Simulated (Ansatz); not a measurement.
S on the 1x1 (101) surface of tetragonal HfO2 (a metastable polymorph) (cut with top plane O), one in a 2x1 cell, energies for each (46.0 Å²). Energies are against ⅛ S8(g), without zero-point or thermal terms; each row is named by its start (#2, #3: further inequivalent places of a kind).

Host crystal: tetragonal HfO2, with a band gap (PBE, scalar-relativistic without spin-orbit coupling).

These are PBE (plane waves to 420 eV, PAW; Ansatz, a quantum-chemistry and plane-wave program) values and carry that method's errors.

Set-up: 37 atoms, 7.6 Å thick at the start under the adsorbate (thin: gaps and levels are the slab's own); mesh 3x3x1; 0.01 eV smearing; dipole correction on; 16 atoms held, the rest relaxed; each run with such symmetry as its start has; spin-polarised, no spin-orbit, no U, no dispersion correction.

A negative adsorption energy means that the adsorbate is more stable on the surface than in its reference. Starts that drift may end in the same place. Heights count from the host atoms within 0.3 Å of the top one.

```
starting site                                                       E_ads (eV)  height (Å)  nearest host atom (Å)  bonded to  change of the vacuum step (eV)  lateral drift (Å)  moment (μB)
------------------------------------------------------------------  ----------  ----------  ---------------------  ---------  ------------------------------  -----------------  -----------
top O (the adsorbate paired with a surface O atom)                        0.23        0.13                 O 1.67   2 Hf + O                            0.70                0.6          0.0
top O #2 (the adsorbate paired with a surface O atom)                     0.55        1.25                 O 1.76     Hf + O                            0.66                1.0          0.0
top Hf                                                                    2.40        1.90                 O 2.49         Hf                            0.20                0.3          2.0
over Hf at depth 1.0 Å                                                    2.01        1.76                Hf 2.56         Hf                            0.11                0.5          2.0
over O at depth 1.5 Å (the adsorbate paired with a surface O atom)        0.23        0.12                 O 1.67   2 Hf + O                            0.70                1.5          0.0
hollow beside Hf                                                          2.40        1.93                 O 2.58         Hf                            0.23                0.6          2.0
hollow Hf-Hf-O-O-O over O at depth 1.8 Å                                  2.01        1.74                Hf 2.57         Hf                            0.13                1.5          2.0
bridge Hf-O (span 2.0 Å)                                                  2.40        1.92                 O 2.60         Hf                            0.22                0.7          2.0
bridge O-O (span 4.0 Å)                                                   1.96        1.54                 O 2.44         Hf                               …                1.1          2.0
```

Complete the blanks.


- bridge O-O (span 4.0 Å), change of the vacuum step (eV): 0.16
